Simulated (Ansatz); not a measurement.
Base system: Be in the bcc (W type) structure (space group Im-3m, No. 229; a = 2.4931 Å; a cell from a computed database, its experimental status unchecked; relaxed with 0.1 eV smearing). Axes: x, y, z lie along the cube axes.

Computed with Ansatz (a first-principles code), PBEsol, PAW, cutoff 420 eV, scalar-relativistic without spin-orbit coupling.

A first run, uniaxial strain ε_xx = +1.34 %, gives secant values C11 ≈ 180 GPa and C12 ≈ 92 GPa from its stress. A second run applies isotropic strain −2.85 %.

Task: What does linear elasticity predict for the bulk modulus −ΔP/(ΔV/V₀) in the second run, and what does the run give?

Result: Linear elasticity: (C11 + 2 C12)/3 = 120 GPa. The run gives 150 GPa; any difference comes from nonlinear terms at these strains and numerical noise.

Stability against distortions was not tested. This is not the structure that Be has at room temperature and ambient pressure.
